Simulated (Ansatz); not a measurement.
Functionals compared on a constructed model of the (100) surface of fcc Pt, a pseudomorphic layer of Mo in the host's stacking (bottom of the slab: a bare face, its two planes held), in Ansatz (plane waves, PAW). The structure was relaxed with PBE; the other rows are single points on it. Cutoff 420 eV (500 eV for r2SCAN).

Set-up: 7 atoms, 12.2 Å thick at the start; mesh 13x13x1; 0.1 eV smearing; dipole correction on; 2 atoms held, the rest relaxed; start symmetry kept, larger cells not searched; no spin, no spin-orbit, no U. It is one candidate, not shown to be the stable structure of the face. These notes are the PBE run's.

| functional | work function of the top face (eV) | rough cost of the single point |
|---|---|---|
| PBE | 4.89 | – |
| RPBE | 4.74 | about 30 core-seconds (a rough figure) |
| r2SCAN | 4.94 | roughly 60 core-seconds |

Ansatz is a quantum-chemistry and plane-wave program.
